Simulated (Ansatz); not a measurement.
MoPbO₄ (within 0.1 Å of I4₁/a, No. 88; cell taken from a computed entry), treated with r²SCAN+rVV10 in Ansatz (plane waves, PAW).

Settings: plane-wave cutoff 500 eV, 8×8×8 k mesh, Fermi–Dirac smearing 0.05 eV, no spin polarisation, scalar-relativistic PAW data made under PBE.

Computed at the level's own relaxed cell.

### Question
Predict the equilibrium volume per atom and band gap.

### Answer

- equilibrium volume per atom: 14.69 Å³/atom
- band gap: 2.88 eV (on the SCF k mesh)

Spin–orbit coupling is not included; with these elements it can move the gap by several tenths of an eV or more.

The computed numbers hold no vibrational or temperature effects.

Ansatz is a first-principles code.
